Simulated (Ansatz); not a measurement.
Consider BAs in the zinc blende structure (space group F-43m, No. 216; a = 4.783 Å).

The values are results of r2SCAN, PAW, 500 eV (Ansatz, a quantum-chemistry and plane-wave program; no spin-orbit coupling), earlier PAW set, not measurements.

For the base:

| Quantity | Value |
|---|---|
| Volume per atom | 13.67 Å³ |
| Width of the top valence band | 5.41 eV |
| Hole mass | 0.21, 0.22, 0.22 mₑ (at Γ) |

The change: cell and atoms relaxed at a pressure of 1.5 GPa.

Estimate the effect on the volume per atom.

The volume per atom falls by 0.14 Å³ to 13.53 Å³.

Estimate the effect on the width of the top valence band.

The width of the top valence band increases by 0.064 eV, from 5.41 eV to 5.48 eV.

Predict the new hole mass.

The hole mass (degenerate bands, along [100]) goes from 0.21, 0.22, 0.22 mₑ (at Γ) to 0.22 mₑ (at Γ).

The levels and masses belong to the bands next to the band gap. Load acts through the strain it causes; cell and atoms are relaxed under it. Masses are band curvatures over ±0.01 Å⁻¹ around the edge. Whether these cells are dynamically stable was not tested.
